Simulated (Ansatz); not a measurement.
Hypothetical cubic perovskite KMnBr3: uniaxial strain ε_yy = −1.45 %

Consider KMnBr3 in the cubic perovskite structure (space group Pm-3m, No. 221; a = 5.364 Å; ferromagnetic; a hypothetical phase, not in the database extracts checked). Axes: x, y, z lie along the cube axes.

Perturbation: uniaxial strain ε_yy = −1.45 %, all other strain components held at zero, atoms relaxed at fixed cell.

Level of theory: plane-wave PAW DFT at the PBE level (Ansatz, an electronic-structure program, 420 eV), without spin-orbit coupling. k-mesh 6×6×6 (Γ-centred); smearing 0.05 eV (Fermi–Dirac).

The space group becomes P4/mmm (No. 123) (base: Pm-3m (No. 221)) and the shortest interatomic distance drops by 0.039 Å, from 2.682 Å to 2.643 Å. The energy grows by 1.0 meV/atom and the pressure (mean of the normal stresses, compression positive) goes from zero to 0.4 GPa. The band gap falls by 0.05 eV to 0.83 eV and the gap character amounts to indirect, A → Γ. The smallest direct gap decreases by 0.07 eV (1.36 eV → 1.29 eV) and the electron mass stays 0.24 mₑ (at Γ). The magnetic state stays ferromagnetic and the largest site moment hardly moves (4.44 μB against 4.41 μB). The stress (xx, yy, zz, yz, xz, xy; compression positive) is (0.3, 0.7, 0.3, 0.0, 0.0, 0.0) GPa.

Masses are band curvatures over ±0.01 Å⁻¹ around the edge. Stability against distortions was not tested. No Hubbard U is applied and the magnetic state is the run's own (KMnBr3 ferromagnetic); small cells can't hold the antiferromagnetic order that many such compounds have, so gaps and moments can be off. Many cubic perovskites are stable only at high temperature; tilts and polar distortions were not tested. k-point labels follow each cell's own Brillouin zone.
